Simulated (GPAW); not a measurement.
## What a tighter setting buys: kpts, Be2Si (Fm-3m, 3 atoms in the cell)

```
CELL_PARAMETERS angstrom
      0.00000     2.64000     2.64000
      2.64000     0.00000     2.64000
      2.64000     2.64000     0.00000
ATOMIC_POSITIONS crystal
  Be 0.75000 0.75000 0.75000
  Be 0.25000 0.25000 0.25000
  Si 0.00000 0.00000 0.00000
```

Computed with PBEsol, LCAO dzp, GPAW PAW datasets PBEsol (made by gpaw-setup) run with GPAW 25.7.0.

Base settings: mode = lcao; h = 0.2 Å; basis = dzp; xc = PBEsol; kpts = 14 14 14; mesh shift (steps) = 0 0 0; occupations.name = methfessel-paxton; occupations.width = 0.136 eV; occupations.order = 0; convergence.density = 1e-05 e/electron.

Misses are taken against the tightest run, 21 21 21, which need not be fully converged itself. The energy is the free energy per atom.

Core times come from one kind of shared machine and are given to one figure; runs under 30 s give none.

The starting cell comes from a database of computed structures (which also holds hypothetical and non-ambient phases and stackings), without a prior relaxation at this level. Values carry the incompleteness of an atom-centred basis.

The runs (kpts): 1 1 1 | 2 2 2 | 3 3 3 | 4 4 4 | 5 5 5 | 6 6 6 | 7 7 7 | 9 9 9 | 10 10 10 | 12 12 12 | 14 14 14 | 17 17 17 | 21 21 21.

### Question
Which is the coarsest setting among those run that, with all tighter ones, holds the energy within 10 meV/atom of the reference, and what does it save?

### Answer
6 6 6, off by 8.1 meV/atom; it needs about 0.05 of the reference's time.

### Question
Which is the coarsest setting among those run that, with all tighter ones, holds the energy within 0.5 meV/atom of the reference, and what does it save?

### Answer
10 10 10, off by 0.30 meV/atom; it needs about 0.1 of the reference's time.

### Question
What does the step from 5 5 5 to 17 17 17 buy?

### Answer
It takes the miss in the energy from 20 to 0.05 meV/atom, for roughly 9 times the time.

| kpts | energy less reference (meV/atom) | core time / reference (rough) |
|---|---|---|
| 1 1 1 | 7614.92 | – |
| 2 2 2 | 945.30 | – |
| 3 3 3 | 223.46 | – |
| 4 4 4 | 60.50 | – |
| 5 5 5 | 19.62 | 0.04 |
| 6 6 6 | 8.06 | 0.05 |
| 7 7 7 | 2.37 | 0.07 |
| 9 9 9 | -0.75 | 0.1 |
| 10 10 10 | -0.30 | 0.1 |
| 12 12 12 | 0.07 | 0.2 |
| 14 14 14 | 0.21 | 0.2 |
| 17 17 17 | -0.05 | 0.4 |
| 21 21 21 | 0.00 | 1 |
